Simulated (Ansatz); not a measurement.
The reference is Ge in the diamond structure (space group Fd-3m, No. 227).

```yaml
crystal:
  lattice:
    - [0.00000, 2.83720, 2.83720]
    - [2.83720, 0.00000, 2.83720]
    - [2.83720, 2.83720, 0.00000]
  atoms:
    - { symbol: Ge, position: [0.00000, 0.00000, 0.00000] }
    - { symbol: Ge, position: [0.25000, 0.25000, 0.25000] }
```

Cartesian axes are those of the cell as printed.

Method: Ansatz (a first-principles code), r2SCAN, PAW, cutoff 500 eV, scalar-relativistic without spin-orbit coupling.

For the base:

The valence-band top at Γ is 0.00, 0.00, 0.00 eV.

Perturbation: tensor shear ε_xy = +1.71 % (engineering shear γ = 0.0342); the atoms relax in the strained cell.

Q: Predict the new stress and valence-band top at Γ.

A: The stress (xx, yy, zz, yz, xz, xy; compression positive) is (0.10, 0.10, 0.01, 0.00, 0.00, -2.27) GPa; the valence-band top at Γ (three highest levels, from the VBM) goes from 0.00, 0.00, 0.00 eV to 0.00, -0.16, -0.29 eV.

The levels and masses belong to the bands next to the band gap. Stability against distortions was not tested.
